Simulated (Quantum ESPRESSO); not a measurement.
# Cost against accuracy: ecutwfc for AsS2 (P2_1, 24 atoms in the cell)

Cell: a = 7.3376 Å, b = 10.2597 Å, c = 8.0918 Å, α = 90.00°, β = 106.51°, γ = 90.00°.

Method of the run: LDA (PZ), GBRV 1.5 ultrasoft (LDA) pseudopotentials (plane waves; Quantum ESPRESSO).

Base settings: ecutwfc = 40 Ry; ecutrho = 200 Ry; occupations = smearing; smearing = fermi-dirac; degauss = 0.00147 Ry; potentials = {As: as_lda_v1.uspp.F.UPF, S: s_lda_v1.4.uspp.F.UPF}; K_POINTS = automatic 2 2 2 0 0 0; conv_thr = 1e-09 Ry.

Misses are taken against the tightest run, 40 Ry, which need not be fully converged itself. The energy is the free energy per atom.

The count of work is k-points × plane waves × bands × iterations; it is no time, and leaves out set-up, grids and terms that scale otherwise. Core times come from one kind of shared machine and are given to one figure; runs under 30 s give none.

The starting cell comes from a database of computed structures (which also holds hypothetical and non-ambient phases and stackings), without a prior relaxation at this level.

The runs (ecutwfc): 16 Ry (ecutrho: 200 Ry → 80 Ry) | 20 Ry (ecutrho: 200 Ry → 100 Ry) | 24 Ry (ecutrho: 200 Ry → 120 Ry) | 28 Ry (ecutrho: 200 Ry → 140 Ry) | 32 Ry (ecutrho: 200 Ry → 160 Ry) | 40 Ry.

Question: Which is the coarsest setting among those run that, with all tighter ones, holds the energy within 20 meV/atom of the reference, and what does it save?

Answer: 24 Ry (ecutrho: 200 Ry → 120 Ry), off by 17 meV/atom; it needs 0.38 of the reference's count of work and about 0.3 of the reference's time.

Question: Which is the coarsest setting among those run that, with all tighter ones, holds the energy within 5 meV/atom of the reference, and what does it save?

Answer: 28 Ry (ecutrho: 200 Ry → 140 Ry), off by 4.2 meV/atom; its saving against the reference is no more than about a factor of 2 in the count of work.

Question: What does the step from 16 Ry (ecutrho: 200 Ry → 80 Ry) to 32 Ry (ecutrho: 200 Ry → 160 Ry) buy?

Answer: It takes the miss in the energy from 210 to 1.5 meV/atom, for 3.0 times the count of work and roughly 4 times the time.

| ecutwfc | energy less reference (meV/atom) | pressure less reference (GPa) | largest difference in the force on any atom (eV/Å) | count of work / reference | core time / reference (rough) |
|---|---|---|---|---|---|
| 16 Ry (ecutrho: 200 Ry → 80 Ry) | 205.14 | -3.28 | 0.209 | 0.21 | 0.2 |
| 20 Ry (ecutrho: 200 Ry → 100 Ry) | 64.12 | -1.59 | 0.050 | 0.29 | 0.2 |
| 24 Ry (ecutrho: 200 Ry → 120 Ry) | 16.73 | -0.52 | 0.022 | 0.38 | 0.3 |
| 28 Ry (ecutrho: 200 Ry → 140 Ry) | 4.21 | -0.12 | 0.010 | 0.48 | 0.4 |
| 32 Ry (ecutrho: 200 Ry → 160 Ry) | 1.46 | -0.02 | 0.004 | 0.63 | 0.6 |
| 40 Ry | 0.00 | 0.00 | 0.000 | 1.0 | 1 |
